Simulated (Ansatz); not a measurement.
The reference is Ca3SbN in the anti-perovskite structure (space group Pm-3m, No. 221; a = 4.803 Å; a cell from a computed database, its experimental status unchecked).

The same geometry is solved again with PBEsol+SOC.

Levels (all Ansatz, a quantum-chemistry and plane-wave program, PAW): PBEsol+SOC (420 eV, noncollinear with spin-orbit coupling); PBEsol (420 eV, no spin-orbit coupling).

Base, band edges from the VBM (valence, conduction): M -1.41, 2.17; R -2.10, 2.04; X -1.16, 1.41; Γ 0.00, 0.33 eV.

Give the band edges at the high-symmetry points of the new zone, measured from its valence-band maximum.


```csv
point,valence edge (eV),conduction edge (eV)
Γ,0.00,0.22
X,-1.27,1.30
M,-1.53,2.06
R,-2.09,1.93
```

The gap is 0.22 eV, direct at Γ.

Single points use the geometry relaxed with PBEsol. The spin-orbit shifts are approximate. Spin-orbit coupling, missing from the scalar runs, can matter with Sb. Whether these cells are dynamically stable was not tested. A zero or small gap of Ca3SbN can be the functional's error rather than a property of the material.
